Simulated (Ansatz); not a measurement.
# Effect of uniaxial strain ε_zz = +2.25 % on ZnSnAs2

Consider ZnSnAs₂ in the chalcopyrite structure (space group I-42d, No. 122; a = 5.8395 Å, c = 11.7375 Å). Axes: x, y, z lie along a, b, c of the conventional cell.

The change: the cell is stretched by 2.25 % along z with no lateral relaxation; the atoms relax in the strained cell.

Calculations: PBEsol in Ansatz (plane waves to 420 eV, PAW, spin-orbit coupling left out). Γ-centred 8×8×8 mesh, Fermi–Dirac width 0.05 eV.

The shortest interatomic distance increases by 0.020 Å to 2.469 Å and the energy goes up by 3.6 meV/atom. The pressure (mean of the normal stresses, compression positive) goes from zero to -1.3 GPa and the band gap remains zero. The stress (xx, yy, zz, yz, xz, xy; compression positive) amounts to (-1.0, -1.0, -2.0, 0.0, 0.0, 0.0) GPa (rough).

Final structure:

```
ZnSnAs2
1.0
   -2.91974     2.91974     6.00078
    2.91974    -2.91974     6.00078
    2.91974     2.91974    -6.00078
Sn As Zn
2 4 2
Direct
  0.50000   0.50000   0.00000
  0.25000   0.75000   0.50000
  0.37500   0.34932   0.47432
  0.65068   0.12500   0.02568
  0.87500   0.90068   0.52568
  0.09932   0.62500   0.97432
  0.00000   0.00000   0.00000
  0.75000   0.25000   0.50000
```

The mesh was chosen for an insulator and is coarse for the gapless case. Without a gap, meshes like the base's 8×8×8 leave anisotropic stresses uncertain by several tenths of a GPa, and small strain energies with them. Stability against distortions was not tested. The final runs are not spin-polarised. The zero or small gap of ZnSnAs2 can change with the level of theory.

Ansatz is a first-principles code.
